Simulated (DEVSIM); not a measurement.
Structure: Al0.2Ga0.8As/GaAs p-n heterojunction, at 300 K.

```csv
layer (left to right),material,thickness (μm),Nd (cm⁻³),Na (cm⁻³),τn (s),τp (s)
1,Al0.2Ga0.8As,0.650,-,3.1e17,1.1e-8,1.1e-8
2,GaAs,4.10,2.3e15,-,1.1e-8,1.1e-8
```

Left contact: ohmic. Right contact: ohmic. Voltage is applied to the left contact. Recombination: SRH at mid-gap, Auger. Mobility is constant in doping.

Constants are typed, rounded textbook-type inputs, not results; the design itself was drawn at random and stands for no fabricated device. Values at 300 K.

```csv
parameter,Al0.2Ga0.8As,GaAs
gap (eV),1.6734,1.424
affinity (eV),3.912,4.07
permittivity,12.33,12.9
Nc (cm⁻³),6.04e17,4.7e17
Nv (cm⁻³),9e18,9e18
μn (cm²/Vs),4980,8500
μp (cm²/Vs),250,400
Cn (cm⁶/s),1e-30,1e-30
Cp (cm⁶/s),1e-30,1e-30
```

Simulated with DEVSIM: 1D drift-diffusion, Boltzmann statistics, complete ionisation; no tunnelling, impact ionisation, image-force lowering or self-heating. Band offsets follow the typed affinities; no thermionic-emission limit at abrupt steps, no polarisation charge.

The thickness of layer 2 was swept, all else fixed.

| thickness of layer 2 (μm) | dark forward voltage at 1 A/cm² (V) | dark forward voltage at 100 A/cm² (V) |
|---|---|---|
| 0.82 | ? | ? |
| 1.4 | 0.980 | 1.126 |
| 2.5 | 0.995 | 1.148 |
| 4.1 | 1.004 | 1.167 |
| 7 | 1.009 | 1.183 |
| 12 | 1.011 | 1.194 |
| 20 | 1.011 | 1.211 |

Some entries are withheld; supply them.


- 0.82, dark forward voltage at 1 A/cm² (V): 0.961
- 0.82, dark forward voltage at 100 A/cm² (V): 1.104
